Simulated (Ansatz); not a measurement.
**MgS in the rock salt structure (space group Fm-3m, No. 225)**

```
CELL_PARAMETERS angstrom
      0.00000     2.60152     2.60152
      2.60152     0.00000     2.60152
      2.60152     2.60152     0.00000
ATOMIC_POSITIONS crystal
  Mg 0.00000 0.00000 0.00000
  S  0.50000 0.50000 0.50000
```

Method: plane-wave PAW DFT at the r2SCAN level (Ansatz, a first-principles code, 500 eV), no SOC. Γ-centred 11×11×11 mesh, Fermi–Dirac width 0.05 eV.

| Quantity | Result |
|---|---|
| Volume per atom | 17.61 Å³ |
| Density | 2.66 g/cm³ |
| Band gap | 3.46 eV, indirect, Γ → X |
| Electron mass | 0.53 mₑ along k, 0.31 mₑ across |
| Hole mass (degenerate bands, along [100]) | 0.28, 0.93, 0.93 mₑ |
| Lowest conduction-band minima above the VBM | X along ⟨100⟩ 3.46 eV; Γ 4.64 eV |
| Total energy | -1417.788 eV/atom (σ→0; compares only within this code and set-up) |

Masses are band curvatures over ±0.01 Å⁻¹ around the edge. Along k means along the line from Γ to the band edge. No phonon test of stability was made.
